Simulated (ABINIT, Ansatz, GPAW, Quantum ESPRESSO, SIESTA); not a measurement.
**One structure in several programs: Mo3Os (Pm-3n, 8 atoms in the cell)**

Self-consistent single point.

```yaml
crystal:
  lattice:
    - [4.97629, 0.00000, 0.00000]
    - [0.00000, 4.97629, 0.00000]
    - [0.00000, 0.00000, 4.97629]
  atoms:
    - { symbol: Mo, position: [0.25000, 0.00000, 0.50000] }
    - { symbol: Mo, position: [0.75000, 0.00000, 0.50000] }
    - { symbol: Mo, position: [0.50000, 0.75000, 0.00000] }
    - { symbol: Mo, position: [0.50000, 0.25000, 0.00000] }
    - { symbol: Mo, position: [0.00000, 0.50000, 0.75000] }
    - { symbol: Mo, position: [0.00000, 0.50000, 0.25000] }
    - { symbol: Os, position: [0.00000, 0.00000, 0.00000] }
    - { symbol: Os, position: [0.50000, 0.50000, 0.50000] }
```

Shared settings, as Ansatz (an electronic-structure program) writes them: kpoints.mp_grid.grid = 5 5 5; scf.occupations.method = gaussian; scf.occupations.width = 0.2 eV. Potentials and cutoffs stand in the table.

```
code                                                                                                                                      model  pressure (GPa)       cutoff
----------------  -----------------------------------------------------------------------------------------------------------------------------  --------------  -----------
SIESTA            GGA PBEsol, numerical atomic orbitals TZP, PseudoDojo PBEsol standard norm-conserving potentials (rewritten from UPF to PSML)           -7.58  grid 350 Ry
ABINIT                                                                                       PBEsol, PAW (JTH v2.0 PBE PAW, files made for PBE)           -5.33       544 eV
Ansatz                                                                                                          PBEsol, PAW files made with PBE           -5.86       420 eV
Quantum ESPRESSO                                                                           PBEsol, SSSP 1.1.2 efficiency (PBE) pseudopotentials           -5.57        60 Ry
GPAW                                                                                      PBEsol, GPAW PAW datasets PBEsol (made by gpaw-setup)           -6.67       550 eV
```

On Ansatz's run: spin-orbit coupling is off. Spin polarisation is off.

The spread over the programs that give each value: pressure within 2.25 GPa.

SIESTA uses small atom-centred bases, whose incompleteness enters pressures, forces and empty levels differently from a plane-wave cutoff. Ansatz's pressure is given at a fixed set of plane waves, as the other plane-wave codes print theirs; with its correction for the finite basis it is -5.82 GPa. In the pressure, SIESTA (by 1.87) lies more than 1 GPa from the median of the plane-wave programs.

The starting cell comes from a database of computed structures (which also holds hypothetical and non-ambient phases and stackings), without a prior relaxation at this level.

Left out of this page: Elk and FLEUR (not drawn, or without a comparable value).

Keys are those of Ansatz 0.2.
